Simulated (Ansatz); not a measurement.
Base system: Al in the fcc (Cu type) structure (space group Fm-3m, No. 225; a = 4.0408 Å; relaxed with 0.1 eV smearing).

Computed with PBE (Ansatz, a program for electronic structure, PAW, no SOC), earlier PAW set.

Before the change:

| Item | Result |
|---|---|
| Pressure | 0.0 GPa |

Now apply this change: an isotropic linear strain of −1.48 %, atoms relaxed at fixed cell.

### Question
Predict the new pressure.

### Answer
The pressure goes from zero to 3.8 GPa.

### Question
What happens to the energy relative to the base?

### Answer
The energy grows by 8.3 meV/atom.

No phonon test of stability was made.
